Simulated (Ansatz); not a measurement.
Start from Ta$_{2}$O$_{5}$ (space group C2, No. 5; a cell from a computed database, its experimental status unchecked).

```xyz
7
Lattice="2.9622 -2.5382 0.0000 2.9622 2.5382 0.0000 -2.6499 0.0000 5.1019" Properties=species:S:1:pos:R:3 pbc="T T T"
Ta     0.3578    -0.2037     1.4910
Ta     2.9168    -0.2037     3.6109
O      0.8132    -1.0382     3.3239
O      2.4613    -1.0382     1.7781
O     -1.4878    -0.3282     4.8789
O      4.7623    -0.3282     0.2230
O      1.6373     1.1553     2.5510
```

Cartesian axes are those of the cell as printed.

Modification: uniaxial strain ε_zz = −0.50 %, all other strain components held at zero, atoms relaxed at fixed cell.

Levels (all Ansatz, a program for electronic structure, PAW): PBEsol (420 eV, spin-orbit coupling left out); r2SCAN (500 eV, scalar-relativistic without spin-orbit coupling); HSE06 (420 eV, no spin-orbit coupling).

At the geometry relaxed with PBEsol, these levels gave the following band gaps, in shuffled order: (a) 3.86 eV, (b) 2.40 eV, (c) 2.84 eV.

Match each gap to its level.

(a) HSE06; (b) PBEsol; (c) r2SCAN.

Single points use the geometry relaxed with PBEsol. HSE06 gaps are upper bounds (no full band path). Spin-orbit coupling, missing from the scalar runs, can matter with Ta. No phonon test of stability was made.
